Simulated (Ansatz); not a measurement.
Pb interstitial in orthorhombic CsPbBr3

The numbers are results of PBE, PAW (plane waves to 420 eV; Ansatz, a quantum-chemistry and plane-wave program), not measurements. The supercell holds 80 host sites (2×1×2 repeats of a cell of 20 atoms), with a 1×2×1 shifted k-point sampling for the final energies. Site at the start: void with 3Br nearest, no. 1. Charged cells carry a point-charge image correction with potential alignment at far atoms. Dielectric constants: PBE linear response of the host. Host gap at this level: 2.13 eV. A cell of this size leaves errors of a few tenths of an eV.  Spin–orbit coupling is left out, which matters for these heavy elements. Each state is the lowest found from its start.

In at least one state atoms left their starting sites on relaxation (a large move, or an atom on the emptied site), so the name describes the start.

The name describes the start; the neighbours show where the atoms ended.

Charges with a result: +2, +1, 0. Others weren't obtained, and one of them could lie lower, also by skipping a charge.

```tsv
charge	moment (μB)	point group	largest move off a lattice site (Å)	neighbours of the last Pb atom of the defect at the end (Å)	image correction with alignment (eV)
+2	not spin-polarised	C1	1.21	Br 2.82, Br 2.98, Br 3.05, Br 3.07, Br 3.07	0.47
+1	1.0	C1	0.93	Br 2.92, Br 2.97, Br 3.07, Br 3.32, Pb 3.33, Br 3.37	0.19
0	not spin-polarised	C1	1.47	Br 2.93, Br 2.96, Br 3.05, Pb 3.11	0.00
```

Point groups are those of the whole cell at tolerances of 0.03 and 0.1 Å ("near" where only the looser one holds); none is given for unsettled states.

Transition levels above the valence-band maximum: ε(+2/+1) = 1.83 eV; ε(+1/0) = 1.21 eV. On the lower envelope of the bound states, inside the gap: (+2/0) at 1.52 eV; the others aren't thermodynamic.

Flagged in the runs: a host whose relaxation on this sampling wasn't shown to rest, a strain field that reaches the edge of the cell.
